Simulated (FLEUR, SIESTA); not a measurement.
A FLEUR input for a self-consistent single point of CaPdF6 (R-3, 8 atoms in the cell) (DFT, PBEsol, all-electron FLAPW (FLEUR), scalar-relativistic valence):

Input of the input generator:

```
CaPdF6
&input film=f /
0.4492432635 0.2593707191 0.8549311787
-0.4492432635 0.2593707191 0.8549311787
0.0000000000 -0.5187414382 0.8549311787
10.8127405563
1.0 1.0 1.0

8
20 0.5000000000 0.5000000000 0.5000000000
46 -0.0000000000 0.0000000000 0.0000000000
9 0.3844900000 0.0638070000 0.7817400000
9 0.6155100000 0.9361930000 0.2182600000
9 0.7817400000 0.3844900000 0.0638070000
9 0.2182600000 0.6155100000 0.9361930000
9 0.0638070000 0.7817400000 0.3844900000
9 0.9361930000 0.2182600000 0.6155100000

&comp jspins=1 /
&exco xctyp='PBEs' /
&kpt div1=4 div2=4 div3=4 gamma=t /
&end /
```

```xml
<?xml version="1.0" encoding="UTF-8" standalone="no"?>
<fleurInput fleurInputVersion="0.39">
   <comment>
      CaPdF6                                                                                              
   </comment>
   <calculationSetup>
      <cutoffs Kmax="4.7" Gmax="18.8" GmaxXC="18.8" numbands="0"/>
      <scfLoop itmax="80" minDistance="0.00001" maxIterBroyd="25" imix="Anderson" alpha="0.05" precondParam="0.0" spinf="2.0"/>
      <coreElectrons ctail="T" frcor="F" kcrel="0" coretail_lmax="0"/>
      <xcFunctional name="PBEs" relativisticCorrections="F"/>
      <magnetism jspins="1"/>
      <soc l_soc="F" theta="0.0" phi="0.0" spav="F"/>
      <expertModes spex="0" secvar="F"/>
      <geometryOptimization l_f="T" forcealpha="1.0" forcemix="BFGS" epsdisp="0.00001" epsforce="0.00001"/>
      <ldaU l_linMix="F" mixParam="0.05" spinf="1.0"/>
   </calculationSetup>
   <cell>
      <bzIntegration valenceElectrons="68.0" mode="hist" fermiSmearingEnergy="0.00183747">
         <kPointListSelection listName="default-1"/>
         <!-- k-points included here -->
         <xi:include xmlns:xi="http://www.w3.org/2001/XInclude" href="kpts.xml"> </xi:include>
      </bzIntegration>
      <!-- symmetry operations included here -->
      <xi:include xmlns:xi="http://www.w3.org/2001/XInclude" href="sym.xml"> </xi:include>
      <bulkLattice scale="1.0">
         <bravaisMatrix>
            <row-1>    4.8575508548910173     2.8045082935292647     9.2441490287748529</row-1>
            <row-2>   -4.8575508548910173     2.8045082935292647     9.2441490287748529</row-2>
            <row-3>    0.0000000000000000    -5.6090165870585293     9.2441490287748529</row-3>
         </bravaisMatrix>
      </bulkLattice>
   </cell>
   <atomSpecies>
      <species name="Calcium (Ca)" element="Ca" atomicNumber="20">
         <mtSphere radius="2.68" gridPoints="925" logIncrement="0.013"/>
         <atomicCutoffs lmax="10" lnonsphr="8"/>
         <electronConfig flipSpins="F">
            <coreConfig>(1s1/2) (2s1/2) (2p1/2) (2p3/2)</coreConfig>
            <valenceConfig>(3s1/2) (3p1/2) (3p3/2) (4s1/2)</valenceConfig>
         </electronConfig>
         <energyParameters s="4" p="4" d="3" f="4"/>
         <lo type="SCLO" l="0" n="3" eDeriv="0"/>
         <lo type="SCLO" l="1" n="3" eDeriv="0"/>
      </species>
      <species name="Palladium (Pd)" element="Pd" atomicNumber="46">
         <mtSphere radius="2.16" gridPoints="747" logIncrement="0.017"/>
         <atomicCutoffs lmax="8" lnonsphr="6"/>
         <electronConfig flipSpins="F">
            <coreConfig>(1s1/2) (2s1/2) (2p1/2) (2p3/2) (3s1/2) (3p1/2) (3p3/2) (4s1/2) (3d3/2) (3d5/2)</coreConfig>
            <valenceConfig>(4p1/2) (4p3/2) (5s1/2) (4d3/2) (4d5/2)</valenceConfig>
            <stateOccupation state="(5s1/2)" spinUp="0.5" spinDown="0.5"/>
            <stateOccupation state="(4d3/2)" spinUp="1.8" spinDown="1.8"/>
            <stateOccupation state="(4d5/2)" spinUp="2.7" spinDown="2.7"/>
         </electronConfig>
         <energyParameters s="5" p="5" d="4" f="4"/>
         <lo type="SCLO" l="1" n="4" eDeriv="0"/>
      </species>
      <species name="Fluorine (F)" element="F" atomicNumber="9">
         <mtSphere radius="1.21" gridPoints="421" logIncrement="0.025"/>
         <atomicCutoffs lmax="6" lnonsphr="4"/>
         <electronConfig flipSpins="F">
            <coreConfig>(1s1/2)</coreConfig>
            <valenceConfig>(2s1/2) (2p1/2) (2p3/2)</valenceConfig>
            <stateOccupation state="(2p1/2)" spinUp="0.8333333333333" spinDown="0.8333333333333"/>
            <stateOccupation state="(2p3/2)" spinUp="1.6666666666667" spinDown="1.6666666666667"/>
         </electronConfig>
         <energyParameters s="2" p="2" d="3" f="4"/>
      </species>
   </atomSpecies>
   <atomGroups>
      <atomGroup species="Calcium (Ca)">
         <relPos label="                   1">1.000/2.000 1.000/2.000 1.000/2.000</relPos>
         <force calculate="T" relaxXYZ="TTT"/>
      </atomGroup>
      <atomGroup species="Palladium (Pd)">
         <relPos label="                   2">.0000000000 .0000000000 .0000000000</relPos>
         <force calculate="T" relaxXYZ="TTT"/>
      </atomGroup>
      <atomGroup species="Fluorine (F)">
         <relPos label="                   3">.3844900000 .0638070000 -.2182600000</relPos>
         <relPos label="                   4">-.3844900000 -.0638070000 .2182600000</relPos>
         <relPos label="                   5">-.2182600000 .3844900000 .0638070000</relPos>
         <relPos label="                   6">.2182600000 -.3844900000 -.0638070000</relPos>
         <relPos label="                   7">.0638070000 -.2182600000 .3844900000</relPos>
         <relPos label="                   8">-.0638070000 .2182600000 -.3844900000</relPos>
         <force calculate="T" relaxXYZ="TTT"/>
      </atomGroup>
   </atomGroups>
   <output dos="F" band="F" slice="F">
      <checks vchk="F" cdinf="F"/>
      <bandDOS minEnergy="-.5*Htr" maxEnergy="0.5*Htr" sigma="0.015" storeEVData="T"/>
      <vacuumDOS vacdos="F" integ="F" star="F" nstars="0" locx1="0.0" locy1="0.0" locx2="0.0" locy2="0.0" nstm="0" tworkf="0.0"/>
      <unfoldingBand unfoldBand="F" supercellX="1" supercellY="1" supercellZ="1"/>
      <plotting iplot="0" polar="F">
         <plot TwoD="T" vec1="  1.0  0.0  0.0" vec2="  0.0  1.0  0.0" vec3="  0.0  0.0  1.0" zero="  0.0  0.0  0.0" file="plot"/>
      </plotting>
      <chargeDensitySlicing numkpt="0" minEigenval="0.0" maxEigenval="0.0" nnne="0" pallst="F"/>
      <specialOutput eonly="F"/>
      <magneticCircularDichroism mcd="F" energyLo="-10.0" energyUp="0.0"/>
   </output>
  <!-- We include the file relax.xml here to enable relaxations (see documentation) -->
  <xi:include xmlns:xi="http://www.w3.org/2001/XInclude" href="relax.xml"> <xi:fallback/> </xi:include>
</fleurInput>
```

### Question
Translate this input to SIESTA.

### Answer
One input that does it (others would too):

```
# files in the folder: Ca.psml Pd.psml F.psml (PseudoDojo PBEsol standard)
SystemName  CaPdF6
SystemLabel CaPdF6

NumberOfAtoms                8
NumberOfSpecies              3
%block ChemicalSpeciesLabel
  1 20 Ca
  2 46 Pd
  3 9 F
%endblock ChemicalSpeciesLabel
LatticeConstant              1.0 Ang
%block LatticeVectors
     2.570505000    1.484082000    4.891793000
    -2.570505000    1.484082000    4.891793000
     0.000000000   -2.968164000    4.891793000
%endblock LatticeVectors
AtomicCoordinatesFormat      Ang
%block AtomicCoordinatesAndAtomicSpecies
     0.000000000    0.000000000    7.337689500  1
     0.000000000    0.000000000    0.000000000  2
     0.824317255   -1.655023017    6.017086386  3
    -0.824317255    1.655023017    8.658292614  3
     1.021133111    1.541391311    6.017086386  3
    -1.021133111   -1.541391311    8.658292614  3
    -1.845450366    0.113631706    6.017086386  3
     1.845450366   -0.113631706    8.658292614  3
%endblock AtomicCoordinatesAndAtomicSpecies

XC.functional                GGA
XC.authors                   PBEsol
PAO.BasisSize                DZP
PAO.EnergyShift              0.01 Ry
MeshCutoff                   400 Ry
%block kgrid.MonkhorstPack
    4   0   0  0.0
    0   4   0  0.0
    0   0   4  0.0
%endblock kgrid.MonkhorstPack
OccupationFunction           FD
ElectronicTemperature        0.05 eV

MaxSCFIterations             150
SCF.Mixer.Method             Pulay
SCF.Mixer.Weight             0.25
SCF.Mixer.History            8
SCF.DM.Tolerance             1.0E-04
Diag.ParallelOverK           true
WriteForces                  true
```

Basis settings and potentials, where a program has them, do not carry over. This input uses DFT, GGA PBEsol, numerical atomic orbitals DZP, PseudoDojo PBEsol standard norm-conserving potentials (rewritten from UPF to PSML).

The starting cell comes from a database of computed structures (which also holds hypothetical and non-ambient phases and stackings), without a prior relaxation at this level.
